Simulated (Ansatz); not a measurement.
The starting structures come from a database of crystals and need not be the phases stable at ambient conditions.

Data:

```yaml
crystal:
  lattice:
    - [3.90929, 0.00000, 0.00000]
    - [0.00000, 5.52212, 0.00000]
    - [0.00000, 0.00000, 3.90929]
  atoms:
    - { symbol: Zn, position: [0.00000, 0.23694, 0.50000] }
    - { symbol: Zn, position: [0.50000, 0.76306, 0.00000] }
    - { symbol: Se, position: [0.00000, 0.50000, 0.00000] }
    - { symbol: S, position: [0.50000, 0.00000, 0.50000] }
```

Space group of this cell: P-4m2. The cell is taken as given.

All values below come from r2SCAN (plane waves, PAW; Ansatz, a first-principles code).

The current runs along the normal of the first two printed vectors; no spin-orbit coupling. Scaled by the factor s: both lengths across the current (ions clamped). Meshes 8×6×8 and 8×6 across the current in all rows.

```csv
s,mean pressure (GPa),band gap (eV)
0.98,3.2,?
1.00,0.0,2.17
1.02,-2.6,1.94
```

Task: Take the slope of the band gap against ln s from the two given rows, extrapolate to s = 0.98, and say what the run there gives.

Result: Slope = (1.94 − 2.17) / ln 1.02 = -11.6 eV. The line gives 2.17 + (-11.6) × ln 0.98 = 2.40 eV. The run gives 2.30 eV, 0.10 eV under the line, 45 % of the predicted step.
